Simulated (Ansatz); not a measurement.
We consider CdSe (model structure, started from the BN type, Pm-3n, No. 223, 12 atoms in the cell), described by PBEsol (plane waves, PAW; Ansatz, an electronic-structure program).

Run with plane-wave cutoff 520 eV, 6×6×6 k mesh, Fermi–Dirac smearing 0.01 eV, scalar-relativistic PAW data made under PBE.

Cell (relaxed with PBEsol):

```yaml
crystal:
  lattice:
    - [7.48490, 0.00000, 0.00000]
    - [0.00000, 7.48490, 0.00000]
    - [0.00000, 0.00000, 7.48490]
  atoms:
    - { symbol: Cd, position: [0.25000, 0.00000, 0.50000] }
    - { symbol: Cd, position: [0.50000, 0.25000, 0.00000] }
    - { symbol: Cd, position: [0.50000, 0.75000, 0.00000] }
    - { symbol: Cd, position: [0.75000, 0.00000, 0.50000] }
    - { symbol: Cd, position: [0.00000, 0.50000, 0.75000] }
    - { symbol: Cd, position: [0.00000, 0.50000, 0.25000] }
    - { symbol: Se, position: [0.25000, 0.50000, 0.00000] }
    - { symbol: Se, position: [0.00000, 0.25000, 0.50000] }
    - { symbol: Se, position: [0.00000, 0.75000, 0.50000] }
    - { symbol: Se, position: [0.75000, 0.50000, 0.00000] }
    - { symbol: Se, position: [0.50000, 0.00000, 0.75000] }
    - { symbol: Se, position: [0.50000, 0.00000, 0.25000] }
```

Estimate the band gap that the calculation returns.


- band gap = 0.69 eV

Note: the relaxation could raise the start's symmetry but not lower it, so the cell can be a saddle point.

Spin–orbit coupling is not included.

Static lattice: no zero-point or thermal effects.

Computing time: roughly 100 core-seconds.

A model structure was made by putting elements into a prototype or built by hand; it is no filed structure, need not be a known phase, and can be a saddle point held by its symmetry.
